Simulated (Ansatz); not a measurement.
The reference is ZnCu in the CsCl type structure (space group Pm-3m, No. 221; a = 2.908 Å; relaxed with 0.1 eV smearing). Axes: x, y, z lie along the cube axes.

Computed with PBEsol/PAW in Ansatz (a first-principles code), without spin-orbit coupling.

Strains are applied to the cell and any free atomic positions relax; under biaxial strain the out-of-plane vector relaxes too.

One change was made to it. Results:

The energy increases by 15 meV/atom; the pressure (mean of the normal stresses, compression positive) goes from zero to 5.5 GPa.

### Question
Which change produced these results?
(A) biaxial strain −1.67 %, plane normal [111], relaxed out of plane
(B) biaxial strain −0.83 %, plane normal [111], relaxed out of plane
(C) biaxial strain +0.83 %, plane normal [111], relaxed out of plane
(D) biaxial strain −2.50 %, plane normal [111], relaxed out of plane

### Answer
D, biaxial strain −2.50 %, plane normal [111], relaxed out of plane. For comparison, the energy relative to the base in the other runs: biaxial strain −1.67 %, plane normal [111], relaxed out of plane gives +6.7 meV/atom; biaxial strain −0.83 %, plane normal [111], relaxed out of plane gives +1.6 meV/atom; biaxial strain +0.83 %, plane normal [111], relaxed out of plane gives +1.6 meV/atom.

Whether these cells are dynamically stable was not tested. The final runs are not spin-polarised.
